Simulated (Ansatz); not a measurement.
**Au under a change: Au → As**

Start from Au in the fcc (Cu type) structure (space group Fm-3m, No. 225; a = 4.124 Å).

The change: As takes the place of Au on all its sites; the structure is relaxed again.

The values are results of r2SCAN, PAW, 500 eV (Ansatz, an electronic-structure program; no SOC), not measurements. Settings: 19×19×19 k-points, 0.05 eV Fermi–Dirac smearing.

```tsv
quantity	base	changed	shift
volume per atom	17.54 Å³	19.08 Å³	+1.549 Å³
lattice parameter a	4.124 Å	4.242 Å	+0.118 Å
space group	Fm-3m (No. 225)	Fm-3m (No. 225)	–
shortest interatomic distance	2.916 Å	3.000 Å	+0.0834 Å
band gap	zero	zero	–
```

Cost of the whole job for the changed cell (relaxation, final SCF and bands): about 50 core-seconds (a rough figure).

Stability against distortions was not tested. As relaxed here, As is a hypothetical phase, not in the database extracts checked.
